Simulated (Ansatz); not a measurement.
BaTiP2O8 (C2/m), PBEsol, rigid bands in Ansatz (a program for electronic structure): N_v = 2.63e20 cm⁻³ at 300 K and a hole conductivity mass of 1.32 mₑ along y (a = (4.16, -2.60, 0.01) Å; b = (4.16, 2.60, 0.01) Å; c = (-0.55, 0.00, 7.65) Å).

Task: For 1e17 holes per cm³ at 300 K, place the Fermi level, estimate the Seebeck coefficient of a parabolic band with constant τ, and give mobility and conductivity for τ = 5 fs.

Result: The level lies k_BT ln(N_v/p) = 0.204 eV above the valence-band maximum. S ≈ +(k_B/e)[ln(N_v/p) + 5/2] = 894 μV/K, against 885 μV/K from the full bands (mean over directions). μ = eτ/m = 6.66 cm²/(V·s) and σ = peμ = 0.107 S/cm. τ is assumed, not computed.

Band transport and this doping are assumed; polarons and phonon drag are left out. Spin-orbit coupling is left out; where it splits the top of the valence band, N_v and the p-type Seebeck coefficient come out somewhat high without it.

Computed structure with no diffraction record at hand here (it may be known, metastable or hypothetical): BaTiP2O8 (C2/m).
